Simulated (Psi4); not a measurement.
Psi4 1.11, PBE/def2-svp: W(O)2(F)(NH2) ([NH2][W](=[O])(=[O])[F]), 7 atoms. The geometry is a generated start, not checked to be a minimum at this level.

```json
{
 "task": "energy",
 "method": "pbe",
 "basis": "def2-svp",
 "memory": "3 GB",
 "maxiter": "100",
 "keys_of_the_molecule_block": "symmetry c1",
 "scf_type": "df (default)",
 "guess": "auto, which took SAD (default)",
 "scf_initial_accelerator": "adiis (default)",
 "e_convergence": "1e-06 (default)",
 "d_convergence": "1e-06 (default)",
 "dft_radial_points": "75 (default)",
 "dft_spherical_points": "302 (default)",
 "effective_core_potentials": "those of the basis set, past Kr",
 "basis_functions": "98",
 "grid_points": "152730"
}
```

```xyz
7

W      0.1265    -0.2085     0.7649
O      0.9371     1.0898     1.4737
O      0.9968    -1.6527     0.7218
F     -1.5170    -0.4744     1.6036
N     -0.2191     0.3050    -1.1260
H     -0.1683     1.2631    -1.4997
H     -0.1559    -0.3224    -1.9382
```

Charge 0 and multiplicity 1 are set for this test and not shown to be the ground state.

One run each on 2 threads. Values of diis_max_vecs tried: 3, 6, 10 (default), 20.

Task: How does the count of SCF iterations change with diis_max_vecs, and where is it least?

Result: Fewest SCF iterations, within one of each other: 6 with 13, 10 (default) with 12, 20 with 13. The run ends without SCF convergence in 100 iterations at 3.

```csv
diis_max_vecs,SCF iterations,end
3,100,no convergence
6,13,same solution
10 (default),12,same solution
20,13,same solution
```
